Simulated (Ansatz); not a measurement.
Tunnelling through a barrier is set by its complex band structure: the current falls as exp(−2κd) with the smallest κ.

Here is the system:

```yaml
crystal:
  lattice:
    - [4.00568, 0.00000, 0.00000]
    - [0.00000, 4.00568, 0.00000]
    - [2.00284, 2.00284, 2.83244]
  atoms:
    - { symbol: Zn, position: [0.00000, 0.00000, 0.00000] }
    - { symbol: Se, position: [0.25000, 0.75000, 0.50000] }
```

The cell is taken as given; by PBEsol it stands under a pressure of -1.0 GPa.

Transport runs along the normal of the first two printed cell vectors, the (001) plane of the conventional cell.

No gap correction and no spin-orbit coupling; mid-gap is the computed energy nearest the middle.

Question: Predict the band gap and the smallest decay constant κ at mid-gap from PBEsol (Ansatz, a first-principles code).

Answer: Gap 1.17 eV on a 10×10×10 mesh; κ = 0.083 1/Å, at the zone centre.
